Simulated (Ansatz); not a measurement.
CsCl-type CoGa was calculated with PBEsol (plane waves, PAW; Ansatz, an electronic-structure program).

Run with plane-wave cutoff 520 eV, 22×22×22 k mesh, Fermi–Dirac smearing 0.035 eV (set by the program), no spin polarisation, scalar-relativistic PAW data made under PBE.

The cell has the measured lattice: a = 2.8780 Å, b = 2.8780 Å, c = 2.8780 Å, α = 90.00°, β = 90.00°, γ = 90.00°.

Q: Give the computed elastic constant C44, elastic constant C11, Young modulus and elastic constant C12.

A: 
- elastic constant C44 = 103 GPa
- elastic constant C11 = 205 GPa
- Young modulus = 166 GPa
- elastic constant C12 = 146 GPa

Note: the cell isn't this level's own, so it is under some stress, which shifts stiffness and frequencies.

Elastic constants are with the ions relaxed.
